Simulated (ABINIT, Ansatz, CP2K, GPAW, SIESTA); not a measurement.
**HgTe (F-43m, 2 atoms in the cell) computed with different codes at matched settings**

Self-consistent single point.

```
HgTe
1.0
    0.00000     3.34526     3.34526
    3.34526     0.00000     3.34526
    3.34526     3.34526     0.00000
Hg Te
1 1
Direct
  0.00000   0.00000   0.00000
  0.25000   0.25000   0.25000
```

Shared settings, as Ansatz (a quantum-chemistry and plane-wave program) writes them: kpoints.mp_grid.grid = 7 7 7; scf.occupations.method = gaussian; scf.occupations.width = 0.2 eV. Potentials and cutoffs stand in the table.

```json
[
 {"code": "Ansatz", "model": "LDA (PW92), default PAW files made with PBE", "pressure (GPa)": "-4.11", "cutoff": "default"},
 {"code": "SIESTA", "model": "LDA PW92, numerical atomic orbitals DZP, PseudoDojo LDA standard norm-conserving potentials (rewritten from UPF to PSML)", "pressure (GPa)": "-5.03", "cutoff": "grid 300 Ry"},
 {"code": "ABINIT", "model": "LDA (PW92), norm-conserving pseudopotentials (PseudoDojo nc-sr-04 LDA standard)", "pressure (GPa)": "-4.16", "cutoff": "41 Ha"},
 {"code": "CP2K", "model": "LDA (Pade form), GPW, DZVP-MOLOPT-SR-GTH basis, GTH-PADE potentials (GTH_POTENTIALS)", "pressure (GPa)": "-3.52", "cutoff": "grid 500 Ry"},
 {"code": "GPAW", "model": "LDA (Perdew-Wang 92), GPAW PAW datasets LDA (gpaw-data 1.0.1)", "pressure (GPa)": "-4.15", "cutoff": "600 eV"}
]
```

No clean gap comes from Ansatz, SIESTA, ABINIT, CP2K and GPAW: levels at the Fermi energy touch, overlap or are partly filled at this smearing.

On Ansatz's run: spin-orbit coupling is off.

The spread over the programs that give each value: pressure within 1.51 GPa.

SIESTA and CP2K use small atom-centred bases, whose incompleteness enters pressures, forces and empty levels differently from a plane-wave cutoff. Ansatz's pressure is given at a fixed set of plane waves, as the other plane-wave codes print theirs.

The starting cell comes from a database of computed structures (which also holds hypothetical and non-ambient phases and stackings), without a prior relaxation at this level. Its lattice was rescaled by a random factor within 2.5 % of one.

Left out of this page: Elk and FLEUR (not drawn, or without a comparable value).

Keys are those of Ansatz 0.2.
